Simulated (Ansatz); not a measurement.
Levels about the gap of amorphous Hf₁₈O₃₇Na₂ (57 atoms in a cell of 740 Å³, 8.64 g/cm³; zone centre alone, so wide bands show as single levels with stretches between that a denser mesh fills), at the geometry that PBE relaxed, where it gives 0.6 GPa on a denser mesh. The participation number counts the atoms over which a state spreads; weights are charges in smoothed Voronoi cells. The levels come from a single point, so bond lengths are those of that geometry. Method of the levels: PBE, scalar-relativistic without spin-orbit coupling (Ansatz, a quantum-chemistry and plane-wave program). Sampling: the zone centre alone; Fermi-Dirac width 0.02 eV; no spin polarisation. At PBE the levels at the filled edge of the gap are localised (band-tail or defect states), and the nearest spread-out levels lie 4.2 eV apart at the zone centre.

It comes from a melt-quench run on a machine-learned potential (CHGNet), relaxed afterwards by DFT. O atoms were pushed apart under 1.9 Å during the dynamics, to hinder bonds among them. The hot cell started wider than the set density and was brought back towards it in steps. It is the lowest in DFT energy of 2 quenches. It is a model cell: composition and starting density were chosen by hand, and all elements were melted together. No dispersion term was used. Its density started from a set value of 8.64 and ended at 8.64 g/cm³. The quench (nominally 450 K/ps over its main leg) was far faster than any real one, so the model tends to hold more defects than a real film. Values belong to this one cell and scatter from quench to quench. The volume was held where the preparation left it and the shape relaxed, at a PBE pressure of 0.6 GPa. Stress components on the final sampling reach 0.6 GPa.

| E - E(highest filled), eV | filling | participation number | largest on | weight O | weight Hf | weight Na |
|---|---|---|---|---|---|---|
| -0.59 | filled | 14.5 | O, 3 neighbours | 0.94 | 0.05 | 0.01 |
| -0.53 | filled | 18.0 | O, 3 neighbours | 0.95 | 0.05 | 0.00 |
| -0.44 | filled | 13.8 | O, 3 neighbours | 0.95 | 0.05 | 0.00 |
| -0.43 | filled | 10.5 | O, 4 neighbours | 0.94 | 0.05 | 0.00 |
| -0.36 | filled | 13.7 | O, 3 neighbours | 0.95 | 0.04 | 0.01 |
| -0.24 | filled | 10.9 | O, 3 neighbours | 0.96 | 0.04 | 0.00 |
| 0.00 | filled | 3.4 | O, 3 neighbours | 0.95 | 0.05 | 0.00 |
| 3.83 | empty | 20.8 | Hf, 7 neighbours | 0.46 | 0.52 | 0.02 |
| 3.90 | empty | 8.7 | Hf, 7 neighbours | 0.40 | 0.60 | 0.00 |
| 4.13 | empty | 19.7 | Hf, 5 neighbours | 0.38 | 0.61 | 0.01 |
| 4.32 | empty | 31.5 | Hf, 6 neighbours | 0.38 | 0.61 | 0.01 |
| 4.34 | empty | 25.1 | Hf, 5 neighbours | 0.44 | 0.54 | 0.02 |
| 4.40 | empty | 31.8 | Hf, 6 neighbours | 0.42 | 0.56 | 0.02 |
| 4.49 | empty | 22.9 | Hf, 5 neighbours | 0.37 | 0.62 | 0.01 |

Most localised among these is the filled level at +0.00 eV, on a O atom, which has 3 neighbours (Hf 1.96 Å, Hf 2.00 Å, Na 2.60 Å).
